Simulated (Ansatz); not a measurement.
The parent structure is MnTlI3 in the cubic perovskite structure (space group Pm-3m, No. 221; a = 5.759 Å; ferromagnetic; a hypothetical phase, not in the database extracts checked). Axes: x, y, z lie along the cube axes.

The values are results of plane-wave PAW DFT at the PBE level (Ansatz, a first-principles code, 420 eV), without spin-orbit coupling, not measurements.

The change: uniaxial stress, 0.5 GPa compression along z; all other stress components relax to zero.

Q: Estimate the effect on the strain response and energy relative to the base.

A: The strain response (xx, yy, zz) comes out as (+0.49, +0.49, −1.69) %; the energy grows by 1.0 meV/atom.

Other magnetic orders, which the real material may have, were not ruled out. Beyond what the load breaks, stability against distortions was not tested. Many cubic perovskites are stable only at high temperature; tilts and polar distortions were not tested.
